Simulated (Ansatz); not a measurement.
Start from SiS$_{2}$ (space group I-42d, No. 122).

```yaml
crystal:
  lattice:
    - [-2.77797, 2.77797, 4.34724]
    - [2.77797, -2.77797, 4.34724]
    - [2.77797, 2.77797, -4.34724]
  atoms:
    - { symbol: Si, position: [0.75000, 0.25000, 0.50000] }
    - { symbol: Si, position: [0.00000, 0.00000, 0.00000] }
    - { symbol: S, position: [0.09259, 0.12500, 0.46759] }
    - { symbol: S, position: [0.87500, 0.34259, 0.96759] }
    - { symbol: S, position: [0.65741, 0.62500, 0.53241] }
    - { symbol: S, position: [0.37500, 0.90741, 0.03241] }
```

All numbers come from r2SCAN (Ansatz, a quantum-chemistry and plane-wave program; PAW; 500 eV plane waves; no spin-orbit coupling), earlier PAW set.

Base values:

- Band gap = 3.54 eV
- Electron mass = 0.38 mₑ along c, 0.61 mₑ across (at Γ)
- Width of the top valence band = 0.63 eV
- c/a ratio = 1.565

Modification: a hydrostatic pressure of 7.5 GPa.

Q: What does the calculation give for the band gap after the change?

A: The band gap drops by 0.90 eV to 2.64 eV.

Q: What does the calculation give for the electron mass after the change?

A: The electron mass becomes 0.43 mₑ along c, 0.36 mₑ across (at Γ) (base: 0.38 mₑ along c, 0.61 mₑ across (at Γ)).

Q: How does this affect the width of the top valence band?

A: The width of the top valence band decreases by 0.02 eV (0.63 eV → 0.61 eV).

Q: Estimate the effect on the c/a ratio.

A: The c/a ratio rises by 0.240, from 1.565 to 1.805.

Load acts through the strain it causes; cell and atoms are relaxed under it. Masses are band curvatures over ±0.01 Å⁻¹ around the edge. No phonon test of stability was made. No other phases were tried under pressure.
